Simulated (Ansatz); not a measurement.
YC2 (I4/mmm, No. 139, 3 atoms in the cell; start mp-313)

Computed with PBEsol (plane waves, PAW; Ansatz, a quantum-chemistry and plane-wave program).

Settings: plane-wave cutoff 520 eV, 22×22×22 k mesh, Fermi–Dirac smearing 0.05 eV, scalar-relativistic PAW data made under PBE.

Cell (relaxed at this level):

YC₂ is taken in the tetragonal space group I4/mmm (No. 139), Pearson symbol tI6. Cell: a = 3.6239 Å, b = 3.6239 Å, c = 6.1501 Å, α = 90.00°, β = 90.00°, γ = 90.00°. Y on 2a is surrounded by 2 C at 2.425 Å and 8 C at 2.644 Å. C on 4e sees 1 C at 1.300 Å and 1 Y at 2.425 Å and 4 Y at 2.644 Å. (Neighbours: up to the widest gap in distance over summed covalent radii, below 1.35, at either atom; cation-cation and far metal-metal contacts left out.)
(The calculation used a cell of 3 atoms; values per cell refer to that cell.)

For YC2 (I4/mmm, No. 139, 3 atoms in the cell; start mp-313), the band gap is zero (no gap) and the bulk modulus is 118 GPa.

Note: the relaxation could not lower the start's symmetry, so the cell can be a saddle point above a distorted one; the bulk modulus is −V dP/dV from two relaxed cells at ±2 % in volume.

Spin–orbit coupling is not included.

The computed numbers hold no vibrational or temperature effects.

It cost about 120 core-seconds (a rough figure) of CPU time.

A start named mp-… is a Materials Project structure, which need not be a measured phase.
